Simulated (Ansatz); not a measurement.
1T (CdI2-type) MgI2, treated with rVV10 in Ansatz (plane waves, PAW).

Settings: plane-wave cutoff 520 eV, 12×12×6 k mesh (along the axes of the cell as run), Fermi–Dirac smearing 0.01 eV, scalar-relativistic PAW data made under PBE.

The cell is scaled about its equilibrium volume:

Shape and atoms are relaxed at each volume.

```json
[
 {"V (Å³/atom)": "33.267", "P (GPa)": "0.89", "direct gap at Γ (eV)": "3.329", "c (Å)": "6.681", "a (Å)": "4.153"},
 {"V (Å³/atom)": "33.960", "P (GPa)": "0.40", "direct gap at Γ (eV)": "3.297", "c (Å)": "6.749", "a (Å)": "4.175"},
 {"V (Å³/atom)": "34.653", "P (GPa)": "0.00", "direct gap at Γ (eV)": "3.278", "c (Å)": "6.823", "a (Å)": "4.195"},
 {"V (Å³/atom)": "35.346", "P (GPa)": "-0.36", "direct gap at Γ (eV)": "3.256", "c (Å)": "6.894", "a (Å)": "4.214"},
 {"V (Å³/atom)": "36.039", "P (GPa)": "-0.63", "direct gap at Γ (eV)": "3.259", "c (Å)": "6.980", "a (Å)": "4.229"}
]
```

The gap at Γ does not follow one straight line over these volumes.

Note: the bulk modulus comes from volumes at which shape and atoms were relaxed.

Spin–orbit coupling is not included; with these elements it can move the gap by several tenths of an eV or more.

Ansatz is an electronic-structure program.
